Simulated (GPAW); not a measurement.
**Convergence study of the k-point mesh for CdSe (R3m, 2 atoms in the cell)**

```xyz
2
Lattice="0.0000 3.0401 3.0401 3.0401 0.0000 3.0401 3.0401 3.0401 0.0000" Properties=species:S:1:pos:R:3 pbc="T T T"
Cd     0.0289     0.0289     0.0289
Se     1.5201     1.5201     1.5201
```

Computed with LDA (Perdew-Wang 92), GPAW PAW datasets LDA (gpaw-data 1.0.1) (plane waves; GPAW).

Base settings: mode = pw; ecut = 600 eV; xc = LDA; kpts = 4 4 4; mesh shift (steps) = 0 0 0; occupations.name = fermi-dirac; occupations.width = 0.01 eV; nbands = -6; convergence.forces = 0.001 eV/Å; convergence.bands = -4.

The second cell is the first with its lattice scaled by 0.98.

Only quantities that move along the ladder and can be compared are tabulated.

The count of work is k-points × plane waves × bands × iterations; it is no time. Core times come from one kind of shared machine, to one figure; runs under 30 s give none.

The starting cell has typed, rounded lattice constants, without a prior relaxation at this level. Its lattice was rescaled by up to half a per cent. One atom was moved a little off its site on purpose.

```csv
kpts,free energy less the last step's (meV/atom),energy of the compressed cell less the first (meV/atom),pressure (GPa),largest difference of a force vector from the last step's (eV/Å),gap on the mesh (eV),count of work / last,core time / last (rough)
2 2 2,611.43,36.30,1.70,0.026,0.083,0.0069,–
3 3 3,116.54,5.04,-1.20,0.005,0.247,0.0099,–
4 4 4,28.89,-2.00,-1.84,0.002,0.293,0.019,–
5 5 5,8.74,-3.77,-2.00,0.002,0.307,0.024,–
6 6 6,3.13,-4.22,-2.04,0.001,0.312,0.050,–
7 7 7,1.29,-4.35,-2.05,0.001,0.314,0.069,–
8 8 8,0.60,-4.38,-2.05,0.001,0.315,0.10,0.1
9 9 9,0.31,-4.38,-2.06,0.000,0.315,0.11,0.1
10 10 10,0.17,-4.38,-2.06,0.000,0.315,0.15,0.2
11 11 11,0.10,-4.38,-2.06,0.000,0.315,0.19,0.2
12 12 12,0.06,-4.38,-2.06,0.000,0.315,0.24,0.3
13 13 13,0.04,-4.38,-2.05,0.000,0.315,0.30,0.4
15 15 15,0.02,-4.37,-2.05,0.000,0.315,0.44,0.5
17 17 17,0.01,-4.37,-2.05,0.000,0.316,0.63,0.6
18 18 18,0.00,-4.37,-2.05,0.000,0.316,0.74,1.0
20 20 20,0.00,-4.37,-2.05,0.000,0.316,1.0,1
```

Coarsest kpts that holds the pressure within 1 GPa of the last step, with all finer ones: 3 3 3, at 0.0099 of the last step's count of work; the step before is off by 3.8 GPa.

Coarsest kpts that holds the forces within 0.01 eV/Å of the last step, with all finer ones: 3 3 3, at 0.0099 of the last step's count of work; the step before is off by 0.026 eV/Å.

The energy difference between the two cells stays within 1 meV/atom of the last step's from 5 5 5 on, the total only from 8 8 8 on: much of the error is common to both cells and cancels.
